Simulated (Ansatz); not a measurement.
Band structure of Ga2Pt (Fm-3m, 3 atoms in the cell).

```
CELL_PARAMETERS angstrom
      0.00000     2.96792     2.96792
      2.96792     0.00000     2.96792
      2.96792     2.96792     0.00000
ATOMIC_POSITIONS crystal
  Ga 0.75000 0.75000 0.75000
  Ga 0.25000 0.25000 0.25000
  Pt 0.00000 0.00000 0.00000
```

Method of the run: PBEsol, PAW files made with PBE (plane waves; Ansatz, a quantum-chemistry and plane-wave program).

Settings: kpoints.mp_grid.grid = 8 8 8; hamiltonian.xc = pbesol; hamiltonian.pseudopotentials = {kind: paw} (the program's default PAW files); scf.occupations.method = gaussian; scf.occupations.width = 0.02 Ry; kpoints.band_path.npoints = 8.

The starting cell comes from a database of computed structures (which also holds hypothetical and non-ambient phases and stackings), without a prior relaxation at this level. Spin-orbit coupling is off. Spin polarisation is off.

Levels in eV from the Fermi level, bands 20 to 26:
```tsv
point	20	21	22	23	24	25	26
Γ	-3.27	0.07	5.16	5.16	5.16	5.16	5.16
X	-3.08	-2.85	-1.82	-1.82	1.86	4.16	10.38
W	-3.00	-2.82	-2.82	-0.93	4.86	4.86	7.16
K	-3.51	-2.94	-1.99	-0.68	2.72	6.08	7.68
L	-3.17	-3.17	1.27	1.27	2.96	4.00	5.36
U	-3.51	-2.94	-1.99	-0.68	2.72	6.08	7.68
```

Bands cross the Fermi level along this path, so the cell is metallic at this level.

Keys are those of Ansatz 0.2.
